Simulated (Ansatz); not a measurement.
Cubic perovskite CsCdF₃ was calculated with PBE0 (PAW; Ansatz, a first-principles code).

From the output:

```
WARN output.stress: scf.exx.energy_threshold = 1e-6 eV is looser than the 5e-8 eV advised for a stress under a hybrid functional (1e-8 eV for each atom of the …
Crystal: 5 atoms, lattice volume = 91.294 Å³
Basis set: ecut = 460 eV, 2103 PW (Γ), exchange–correlation on 64×64×64 points (8 copies of the dense FFT grid, shifted against one another)
Bands: 30, of which v1, the nominal top of the filled ones, is band 25 counted from 1 (24 counted from 0)
Symmetry: 48 space group operations
Space group: Pm-3m (ITA 221), of the structure as read, at distance tolerance 4.5e-5 Å
k-points: 20 of 216
Functional: x = pbe(κ = 0.804, μ = 0.2195149727645171), c = pbe(β = 0.06672455060314922), warm-up for x = 0.75 pbe(κ = 0.804, μ = 0.2195149727645171) + 0.25 exact, c = pbe(β = 0.06672455060314922)
SCF iter   1: F=—  HF=-16354.215777 eV  |F-HF|=—  |Δ(HF+E_count)|=         —  Δρ=1.39e-3  dr2=8.06e-4
SCF iter   2: F=-16354.215920 eV  HF=-16354.215859 eV  |F-HF|=6.04e-5  |Δ(HF+E_count)|=   8.22e-5  Δρ=4.72e-4  dr2=8.29e-5
Crystal: 5 atoms, lattice volume = 91.294 Å³
Initial density: handed on by an earlier stage of this run
Functional: x = 0.75 pbe(κ = 0.804, μ = 0.2195149727645171) + 0.25 exact, c = pbe(β = 0.06672455060314922)
  ...
Crystal: 5 atoms, lattice volume = 91.294 Å³
SCF iter   5: F=—  HF=-16361.101078 eV  |F-HF|=—  |Δ(HF+E_count)|=   1.18e-8  Δρ=1.34e-6  dr2=1.62e-9
SCF iter   6: F=—  HF=-16361.101078 eV  |F-HF|=—  |Δ(HF+E_count)|=   6.06e-9  Δρ=1.39e-6  dr2=1.08e-9
SCF 3 converged in 7 iterations: F = -16361.101078 eV  dr2 = 1.33e-10
Free energy (F): -16361.101078 eV
Internal energy: -16361.101078 eV  (E = F + TS)
E sigma→0 (E₀):  -16361.101078 eV
Fermi energy:    5.936695 eV
--- Stress (GPa, compression-positive) ---
       -0.004453       0.000000       0.000000
        0.000000      -0.004453       0.000000
       -0.000000       0.000000      -0.004453
  P = ⅓ Tr σ = -0.0045 GPa (-0.045 kbar)
```

**Question.** Write an input file that could have produced this run (the log leaves some choices open).

**Answer.** Several could match; the one computed here: 
Ansatz 0.2 input:
```yaml
crystal:
  lattice:
    - [4.5027792378, 0.0, 0.0]
    - [0.0, 4.5027792378, 0.0]
    - [0.0, 0.0, 4.5027792378]
  atoms:
    - { symbol: Cs, position: [0.0, 0.0, 0.0] }
    - { symbol: Cd, position: [0.5, 0.5, 0.5] }
    - { symbol: F, position: [0.5, 0.0, 0.5] }
    - { symbol: F, position: [0.0, 0.5, 0.5] }
    - { symbol: F, position: [0.5, 0.5, 0.0] }
basis:
  ecutwfc: 460
  ecutrho_ratio: 4
  xc_grid: 2
kpoints:
  mp_grid: { grid: [6, 6, 6] }
hamiltonian:
  xc: pbe0
  dispersion: none
  pseudopotentials: { kind: paw }
scf:
  occupations: { method: fermi_dirac, width: 0.01 }
  convergence: { dr2_threshold: 0.0000000005 }
output:
  forces: true
  stress: true
  eigenvalues: true
```

The PAW data were made under PBE.

Cost on a shared machine: around 4 core-minutes (rough).
